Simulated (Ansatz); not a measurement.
Take Ru in the hcp (Mg type) structure (space group P6_3/mmc, No. 194; relaxed with 0.1 eV smearing) as the base.

```
CELL_PARAMETERS angstrom
      2.70429     0.00000     0.00000
     -1.35214     2.34198     0.00000
      0.00000     0.00000     4.26291
ATOMIC_POSITIONS crystal
  Ru 0.66667 0.33333 0.75000
  Ru 0.33333 0.66667 0.25000
```

Cartesian axes are those of the cell as printed.

Calculations: Kohn–Sham DFT with the r2SCAN functional, run in Ansatz (an electronic-structure program) with PAW and 500 eV plane waves, scalar-relativistic without spin-orbit coupling.

Modification: the cell is compressed by 1.50 % along z with no lateral relaxation, atoms relaxed at fixed cell.

Task: Predict the stress tensor and what it implies for the stiffness.

Result: Stress of the strained cell less that of the base (GPa, compression positive):
```
    3.0     0.0     0.0
    0.0     3.0     0.0
    0.0     0.0    10.9
```

Then −Δσ_ii/ε with ε = -0.0150 gives secant stiffness values (nonlinear terms included at this strain): C33 ≈ 725 GPa, C13 ≈ 200 GPa and C23 ≈ 200 GPa.

As a check, the harmonic strain energy −½ V₀ Δσ:ε is 6.9 meV/atom; the computed energy rise is 6.7 meV/atom.

Stability against distortions was not tested. The final runs are not spin-polarised.
